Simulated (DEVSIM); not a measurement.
Device: abrupt Si n-p junction, at 300 K.

| layer (left to right) | material | thickness (μm) | Nd (cm⁻³) | Na (cm⁻³) | τn (s) | τp (s) |
|---|---|---|---|---|---|---|
| 1 | Si | 0.340 | 6e15 | - | 1.6e-5 | 1.6e-5 |
| 2 | Si | 65.0 | - | 3e15 | 1.6e-5 | 1.6e-5 |

Left contact: ohmic. Right contact: ohmic. Voltage is applied to the left contact. Recombination: SRH at mid-gap, Auger. Mobility is constant in doping.

Constants are typed, rounded textbook-type inputs, not results; the design itself was drawn at random and stands for no fabricated device. Values at 300 K.

| parameter | Si |
|---|---|
| gap (eV) | 1.124 |
| affinity (eV) | 4.05 |
| permittivity | 11.7 |
| Nc (cm⁻³) | 2.86e19 |
| Nv (cm⁻³) | 3.1e19 |
| μn (cm²/Vs) | 1417 |
| μp (cm²/Vs) | 470 |
| Cn (cm⁶/s) | 2.8e-31 |
| Cp (cm⁶/s) | 9.9e-32 |

Model (solved in DEVSIM): 1D drift-diffusion, Boltzmann statistics, complete ionisation; no tunnelling, impact ionisation, image-force lowering or self-heating.

Problem. Tabulate band edges, carrier densities and field at zero bias.

Solution. Energies count from the Fermi level of the right contact; mesh points crowd at the junctions.

```json
[
 {"x (μm)": "0.000", "Ec (eV)": "0.219", "Ev (eV)": "-0.905", "n (cm⁻³)": "6.0e15", "p (cm⁻³)": "19000", "field (V/cm)": "540"},
 {"x (μm)": "0.02844", "Ec (eV)": "0.221", "Ev (eV)": "-0.903", "n (cm⁻³)": "5.6e15", "p (cm⁻³)": "21000", "field (V/cm)": "620"},
 {"x (μm)": "0.08965", "Ec (eV)": "0.226", "Ev (eV)": "-0.898", "n (cm⁻³)": "4.5e15", "p (cm⁻³)": "26000", "field (V/cm)": "1400"},
 {"x (μm)": "0.2017", "Ec (eV)": "0.268", "Ev (eV)": "-0.856", "n (cm⁻³)": "9.0e14", "p (cm⁻³)": "130000", "field (V/cm)": "7100"},
 {"x (μm)": "0.3033", "Ec (eV)": "0.385", "Ev (eV)": "-0.739", "n (cm⁻³)": "9.8e12", "p (cm⁻³)": "1.2e7", "field (V/cm)": "16000"},
 {"x (μm)": "0.3359", "Ec (eV)": "0.442", "Ev (eV)": "-0.682", "n (cm⁻³)": "1.1e12", "p (cm⁻³)": "1.1e8", "field (V/cm)": "19000"},
 {"x (μm)": "0.3621", "Ec (eV)": "0.492", "Ev (eV)": "-0.632", "n (cm⁻³)": "1.5e11", "p (cm⁻³)": "7.6e8", "field (V/cm)": "18000"},
 {"x (μm)": "0.4548", "Ec (eV)": "0.643", "Ev (eV)": "-0.481", "n (cm⁻³)": "4.4e8", "p (cm⁻³)": "2.6e11", "field (V/cm)": "14000"},
 {"x (μm)": "0.6428", "Ec (eV)": "0.828", "Ev (eV)": "-0.296", "n (cm⁻³)": "350000", "p (cm⁻³)": "3.3e14", "field (V/cm)": "5600"},
 {"x (μm)": "1.055", "Ec (eV)": "0.885", "Ev (eV)": "-0.239", "n (cm⁻³)": "39000", "p (cm⁻³)": "3.0e15", "field (V/cm)": "45"},
 {"x (μm)": "1.987", "Ec (eV)": "0.885", "Ev (eV)": "-0.239", "n (cm⁻³)": "39000", "p (cm⁻³)": "3.0e15", "field (V/cm)": "≈ 0"},
 {"x (μm)": "5.343", "Ec (eV)": "0.885", "Ev (eV)": "-0.239", "n (cm⁻³)": "39000", "p (cm⁻³)": "3.0e15", "field (V/cm)": "≈ 0"},
 {"x (μm)": "11.68", "Ec (eV)": "0.885", "Ev (eV)": "-0.239", "n (cm⁻³)": "39000", "p (cm⁻³)": "3.0e15", "field (V/cm)": "≈ 0"},
 {"x (μm)": "27.08", "Ec (eV)": "0.885", "Ev (eV)": "-0.239", "n (cm⁻³)": "39000", "p (cm⁻³)": "3.0e15", "field (V/cm)": "≈ 0"},
 {"x (μm)": "52.11", "Ec (eV)": "0.885", "Ev (eV)": "-0.239", "n (cm⁻³)": "39000", "p (cm⁻³)": "3.0e15", "field (V/cm)": "≈ 0"},
 {"x (μm)": "59.50", "Ec (eV)": "0.885", "Ev (eV)": "-0.239", "n (cm⁻³)": "39000", "p (cm⁻³)": "3.0e15", "field (V/cm)": "≈ 0"},
 {"x (μm)": "62.77", "Ec (eV)": "0.885", "Ev (eV)": "-0.239", "n (cm⁻³)": "39000", "p (cm⁻³)": "3.0e15", "field (V/cm)": "≈ 0"},
 {"x (μm)": "64.22", "Ec (eV)": "0.885", "Ev (eV)": "-0.239", "n (cm⁻³)": "39000", "p (cm⁻³)": "3.0e15", "field (V/cm)": "≈ 0"},
 {"x (μm)": "64.98", "Ec (eV)": "0.885", "Ev (eV)": "-0.239", "n (cm⁻³)": "39000", "p (cm⁻³)": "3.0e15", "field (V/cm)": "≈ 0"},
 {"x (μm)": "65.20", "Ec (eV)": "0.885", "Ev (eV)": "-0.239", "n (cm⁻³)": "39000", "p (cm⁻³)": "3.0e15", "field (V/cm)": "≈ 0"},
 {"x (μm)": "65.29", "Ec (eV)": "0.885", "Ev (eV)": "-0.239", "n (cm⁻³)": "39000", "p (cm⁻³)": "3.0e15", "field (V/cm)": "≈ 0"},
 {"x (μm)": "65.34", "Ec (eV)": "0.885", "Ev (eV)": "-0.239", "n (cm⁻³)": "39000", "p (cm⁻³)": "3.0e15", "field (V/cm)": "≈ 0"}
]
```
